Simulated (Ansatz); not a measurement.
Take Pt in the fcc (Cu type) structure (space group Fm-3m, No. 225; a = 3.9198 Å; relaxed with 0.1 eV smearing) as the base. Axes: x, y, z lie along the cube axes.

All numbers come from PBEsol, PAW, 420 eV (Ansatz, a program for electronic structure; spin-orbit coupling left out).

Base values:

The pressure is 0.0 GPa.

Perturbation: compressive biaxial strain of 1.00 % in the plane normal to [001], as in epitaxy on a mismatched substrate; the out-of-plane cell vector and the atoms relax.

Problem. Predict the new ratio −ε⊥/ε∥, energy relative to the base and pressure.

Solution. The ratio −ε⊥/ε∥ comes out as 1.39; the energy goes up by 2.6 meV/atom; the pressure (mean of the normal stresses, compression positive) goes from zero to 1.9 GPa.

Whether these cells are dynamically stable was not tested. The final runs are not spin-polarised.
